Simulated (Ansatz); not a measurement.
PBE against r2SCAN: TiAl, biaxial strain −4.26 %, plane normal [001], relaxed out of plane

The reference is TiAl (space group P4/mmm, No. 123; a = 2.8239 Å, c = 4.0746 Å; relaxed with 0.1 eV smearing). Axes: x, y, z lie along a, b, c of the conventional cell.

(Cell as relaxed with PBE.)

Levels (all Ansatz, a program for electronic structure, PAW, earlier PAW set): PBE (420 eV, no spin-orbit coupling); r2SCAN (500 eV, no spin-orbit coupling).

Each level relaxes its own structure.

| base | PBE | r2SCAN |
|---|---|---|
| volume per atom | 16.25 Å³ | 16.07 Å³ |
| lattice parameter a | 2.824 Å | 2.813 Å |
| band gap | zero | zero |

The change: biaxial strain −4.26 %, plane normal [001], relaxed out of plane (Cartesian); in-plane vectors clamped, the third vector and the atoms free.

| quantity | PBE | r2SCAN |
|---|---|---|
| ratio −ε⊥/ε∥ | 0.99 | (withheld) |
| mean in-plane stress (compression positive) | +8.5 GPa | (withheld) |

Problem. What does r2SCAN give?

Solution. 
- ratio −ε⊥/ε∥, r2SCAN: 0.95
- mean in-plane stress (compression positive), r2SCAN: +9.3 GPa

PBE's ratio −ε⊥/ε∥ lies 0.04 above r2SCAN's; PBE's in-plane stress lies 0.8 GPa below r2SCAN's. Neither level is exact; r2SCAN is the comparison here, not a measurement.

Stability against distortions was not tested. All final runs are without spin polarisation.
